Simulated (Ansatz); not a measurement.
# V$_{3}$Mo (Fm-3m): resistivity and electron-phonon coupling

Consider the following.

```
CELL_PARAMETERS angstrom
      0.00000     2.99815     2.99815
      2.99815     0.00000     2.99815
      2.99815     2.99815     0.00000
ATOMIC_POSITIONS crystal
  V  0.25000 0.25000 0.25000
  V  0.75000 0.75000 0.75000
  V  0.50000 0.50000 0.50000
  Mo 0.00000 0.00000 0.00000
```

Computed with PBEsol, DFPT electron-phonon coupling, linearised Boltzmann equation (plane waves, PAW, scalar-relativistic; Ansatz, a quantum-chemistry and plane-wave program). Cell: relaxed with this functional, without spin-orbit coupling.

The resistivity at 300 K comes out as 14.1 μΩ·cm and the resistivity at 77 K comes out as 1.32 μΩ·cm. The electron mean free path at 300 K (weighted by the current that each state carries) is 3.4 nm, the electron-phonon coupling λ is 0.85 and the transport coupling λ_tr comes out as 0.81. The logarithmic mean phonon energy is 18.3 meV. The density of states at the Fermi level is 2.7 states/(eV·spin·cell). The drude plasma energy is 8.0 eV, the Hall coefficient at 300 K is 9.0 ×10⁻¹¹ m³/C and the Tc for μ* = 0.10 (anisotropic Eliashberg) is 11.2 K. The Tc for μ* = 0.13 (anisotropic Eliashberg) is 8.8 K.

A metal at this level (no band gap). Only scattering by harmonic phonons is included (no impurities, grain boundaries, electron-electron scattering or thermal expansion). Spin-orbit coupling is left out. Spin fluctuations, which work against superconductivity with these elements, are left out. For metals of groups 4 to 10, Tc at these values of μ* can lie well above the measured one. Halving the electron mesh (24x24x24) moves the resistivity by up to 1 % at 300 K, the mean free path by up to 3 %, the coupling by up to 1 %, Tc by up to 3 %. Smearing 0.20 eV; phonons on a 4x4x4 q mesh, which this run doesn't test and which matters most at low temperature. Tc comes from the anisotropic Migdal-Eliashberg equations with μ*, a chosen number, referred to 23 meV.

Computed structure with no diffraction record at hand here (it may be known, metastable or hypothetical): V3Mo (Fm-3m). Treated as nonmagnetic (a ferromagnetic start lost its moment, other orders weren't tried): V3Mo (Fm-3m).
